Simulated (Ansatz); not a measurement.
The parent structure is GaN in the wurtzite structure (space group P6_3mc, No. 186; a = 3.183 Å, c = 5.185 Å). Axes: x lies along a and z along c of the hexagonal cell.

Calculations: PBEsol (Ansatz, a first-principles code; PAW; 420 eV plane waves; no spin-orbit coupling).

Strains are applied to the cell and any free atomic positions relax.

One change was made to it. Results:

The electron mass goes from 0.16 mₑ along c, 0.17 mₑ across (at Γ) to 0.15 mₑ along z, 0.17 mₑ across (at Γ); the valence-band top at Γ (three highest levels, from the VBM) changes from 0.00, 0.00, -0.04 eV to 0.00, -0.04, -0.04 eV; the gap character remains direct at Γ; the energy rises by 0.4 meV/atom.

Problem. Which change produced these results?
(A) uniaxial strain ε_xx = +1.20 %
(B) uniaxial strain ε_xx = +3.00 %
(C) uniaxial strain ε_xx = +2.40 %
(D) uniaxial strain ε_xx = +0.60 %
(E) uniaxial strain ε_xx = +1.80 %

Solution. D, uniaxial strain ε_xx = +0.60 %. For comparison, the valence-band top at Γ in the other runs: uniaxial strain ε_xx = +1.20 % gives 0.00, -0.04, -0.07 eV; uniaxial strain ε_xx = +3.00 % gives 0.00, -0.04, -0.15 eV; uniaxial strain ε_xx = +1.80 % gives 0.00, -0.04, -0.10 eV; uniaxial strain ε_xx = +2.40 % gives 0.00, -0.04, -0.13 eV.

Masses are band curvatures over ±0.01 Å⁻¹ around the edge. Whether these cells are dynamically stable was not tested. k-point labels follow each cell's own Brillouin zone.
